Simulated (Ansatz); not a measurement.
Ansatz (a quantum-chemistry and plane-wave program) is run on Nb (P6/mmm, 3 atoms in the cell), and the run fails. The aim is a self-consistent single point with DFT, PBE, plane waves, default PAW files.

Cell that was meant: a = 4.6619 Å, b = 4.6619 Å, c = 2.8354 Å, α = 90.00°, β = 90.00°, γ = 120.00°.

Part of the input:

Ansatz 0.2 input:
```yaml
kpoints:
  mp_grid: { grid: [7, 7, 9] }
hamiltonian:
  xc: scan
  pseudopotentials: { kind: paw }
scf:
  occupations: { method: methfessel_paxton, width: 0.0073 Ry }
```

The program printed (abridged):

```
Error: YAML parse error: error: line 16 column 7: hamiltonian.xc: unknown variant `scan`, expected one of `lda`, `lda-pw`, `pw92`, `pbe`, `pbesol`, `rpbe`, `revpbe`, `blyp`, `pbe0`, `revpbe0`, `b3lyp`, `b3lyp5`, `hse06`, `wpbeh`, `hiss`, `lc_wpbe`, `cam_b3lyp`, `hf`, `r2scan`, `r2scanh`, `r2scan0`, `r2scan50`, `mr2scan`
  --> <input>:16:7
   |
14 |   mp_grid: { grid: [7, 7, 9] }
15 | hamiltonian:
16 |   xc: scan
   |       ^ hamiltonian.xc: unknown variant `scan`, expected one of `lda`, `lda-pw`, `pw92`, `pbe`, `pbesol`, `rpbe`, `revpbe`, `blyp`, `pbe0`, `revpbe0`, [...]
17 |   pseudopotentials: { kind: paw }
18 | scf:
   |
```

Task: From the messages shown, name the fault and mend the input.

Result: The fault is a value that the program does not know. The key takes a closed list of words, and names differ between codes. To fix it, use one of the words that the key accepts. The program stopped before any SCF iteration.

An input that runs soundly differs in these lines (not the only fix; some lines may just follow from the change or write a value another way):
```diff
-  xc: scan
+  xc: pbe
```

With that input, the run converged in 7 iterations: free energy E − TS (on the zero of these files) -13655.9184 eV; Fermi level (on the code's own zero) 18.47 eV; pressure 6.83 GPa (DFT, PBE, plane waves, default PAW files).

On the sound input: the starting cell was generated: these elements placed on a structure prototype, without a prior relaxation; it need not be a known phase or ordering of this composition. Spin polarisation is off. With a pressure of about 7 GPa the cell is away from its equilibrium volume at this level. Ansatz's pressure includes its estimate of the finite-basis (Pulay) stress.
